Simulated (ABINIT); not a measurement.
Band structure of CdSe (P6_3mc, 4 atoms in the cell).

```xyz
4
Lattice="4.3283 0.0000 0.0000 -2.1641 3.7484 0.0000 0.0000 0.0000 7.0608" Properties=species:S:1:pos:R:3 pbc="T T T"
Cd     2.1641     1.2495     3.5300
Cd     0.0000     2.4989     7.0604
Se     2.1641     1.2495     6.1846
Se     0.0000     2.4989     2.6542
```

Method: PBE, PAW (JTH v2.0 PBE PAW) (plane waves; ABINIT).

Settings: pseudos = [Cd.GGA_PBE-JTH.xml, Se.GGA_PBE-JTH.xml]; ecut = 40 Ry; pawecutdg = 80 Ry; pawxcdev = 0; occopt = 3; tsmear = 0.01 eV; ngkpt = 5 5 3; nshiftk = 1; shiftk = 0 0 0; potentials = JTH v2.0 PBE PAW; kptopt = 1; nstep = 80; toldfe1 = 1e-09 Ha.

The starting cell comes from a database of computed structures (which also holds hypothetical and non-ambient phases and stackings), without a prior relaxation at this level. Its lattice was rescaled by a random factor within 2.5 % of one.

### Question
Predict the gap along the standard path and the places of the band edges.

### Answer
The gap along the path is 0.62 eV, direct at Γ to within 0.01 eV.

Levels in eV from the top of the valence band on the SCF mesh, bands 15 to 22:
```
point     15     16     17     18    19    20    21    22
-----  -----  -----  -----  -----  ----  ----  ----  ----
Γ      -0.74  -0.05   0.00   0.00  0.62  2.17  5.86  5.86
M      -2.59  -1.80  -1.29  -0.74  3.16  3.32  4.78  6.06
K      -2.96  -1.82  -1.82  -1.63  4.27  4.69  4.69  6.99
A      -0.39  -0.39  -0.39  -0.39  2.32  2.32  5.81  5.81
L      -1.32  -1.32  -1.31  -1.31  2.92  2.92  4.84  4.84
H      -2.37  -2.37  -1.09  -1.09  3.72  3.72  5.81  5.81
```
